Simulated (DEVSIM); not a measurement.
System: Al0.1Ga0.9As/GaAs p-n heterojunction, at 300 K.

Layer 1 from the left is Al0.1Ga0.9As, thickness (μm) 0.210, Na (cm⁻³) 5.7e17, τn (s) 7.8e-9, τp (s) 7.8e-9. Layer 2 from the left is GaAs, thickness (μm) 0.600, Nd (cm⁻³) 8.6e16, τn (s) 7.8e-9, τp (s) 7.8e-9.

Left contact: ohmic. Right contact: ohmic. Voltage is applied to the left contact. Recombination: SRH at mid-gap, Auger. Mobility is μmin + (μ − μmin)/(1 + (N/Nref)^α).

The device is made up for the run: typed textbook-type constants, with dimensions and the other settings drawn at random. Values at 300 K.

Al0.1Ga0.9As: gap (eV) 1.5487, affinity (eV) 3.991, permittivity 12.62, Nc (cm⁻³) 5.17e17, Nv (cm⁻³) 9e18, μn (cm²/Vs) 6520, μp (cm²/Vs) 317, μn,min 500, μp,min 20, Nref,n 6e16, Nref,p 1.5e17, αn 0.39, αp 0.38, Cn (cm⁶/s) 1e-30, Cp (cm⁶/s) 1e-30. GaAs: gap (eV) 1.424, affinity (eV) 4.07, permittivity 12.9, Nc (cm⁻³) 4.7e17, Nv (cm⁻³) 9e18, μn (cm²/Vs) 8500, μp (cm²/Vs) 400, μn,min 500, μp,min 20, Nref,n 6e16, Nref,p 1.5e17, αn 0.39, αp 0.38, Cn (cm⁶/s) 1e-30, Cp (cm⁶/s) 1e-30.

Simulated with DEVSIM: 1D drift-diffusion, Boltzmann statistics, complete ionisation; no tunnelling, impact ionisation, image-force lowering or self-heating. Band offsets follow the typed affinities; no thermionic-emission limit at abrupt steps, no polarisation charge.

**Question.** What does the simulation give for the largest field in the device at zero bias, the dark forward voltage at 1 A/cm², the potential step across the device at zero bias?

**Answer.** largest field in the device at zero bias 170000 V/cm; dark forward voltage at 1 A/cm² 1.068 V; potential step across the device at zero bias 1.354 V.
